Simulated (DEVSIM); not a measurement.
Device: abrupt GaAs p-n junction, at 250 K.

| layer (left to right) | material | thickness (μm) | Nd (cm⁻³) | Na (cm⁻³) | τn (s) | τp (s) |
|---|---|---|---|---|---|---|
| 1 | GaAs | 0.330 | - | 2.6e15 | 8.1e-8 | 8.1e-8 |
| 2 | GaAs | 14.0 | 1.3e14 | - | 8.1e-8 | 8.1e-8 |

Left contact: ohmic. Right contact: ohmic. Voltage is applied to the left contact. Recombination: SRH at mid-gap, Auger. Mobility is μmin + (μ − μmin)/(1 + (N/Nref)^α).

Constants are typed, rounded textbook-type inputs, not results; the design itself was drawn at random and stands for no fabricated device. Values at 300 K; Nc and Nv go as T^1.5, mobilities as T to minus their exponent, the gap by Varshni's rule with the affinity fixed.

| parameter | GaAs |
|---|---|
| gap (eV) | 1.424 |
| affinity (eV) | 4.07 |
| permittivity | 12.9 |
| Nc (cm⁻³) | 4.7e17 |
| Nv (cm⁻³) | 9e18 |
| μn (cm²/Vs) | 8500 |
| μp (cm²/Vs) | 400 |
| μn,min | 500 |
| μp,min | 20 |
| Nref,n | 6e16 |
| Nref,p | 1.5e17 |
| αn | 0.39 |
| αp | 0.38 |
| T exponent of μn | 2.1 |
| T exponent of μp | 2.2 |
| Cn (cm⁶/s) | 1e-30 |
| Cp (cm⁶/s) | 1e-30 |
| Varshni α (eV/K) | 0.000541 |
| Varshni β (K) | 204 |

Model (solved in DEVSIM): 1D drift-diffusion, Boltzmann statistics, complete ionisation; no tunnelling, impact ionisation, image-force lowering or self-heating.

The temperature was swept, all else fixed.

```tsv
temperature (K)	largest field in the device at zero bias (V/cm)	dark forward voltage at 100 A/cm² (V)	potential step across the device at zero bias (V)	dark forward voltage at 1 A/cm² (V)
250	6100	1.301	1.106	1.003
300	5900	1.278	1.002	0.885
350	5600	1.265	0.894	0.764
400	5300	1.263	0.784	0.642
450	5100	1.273	0.672	0.519
500	4800	1.296	0.558	0.394
```

From the first row to the last the largest field in the device at zero bias goes from 6100 to 4800. From the first row to the last the dark forward voltage at 100 A/cm² goes from 1.301 to 1.296.
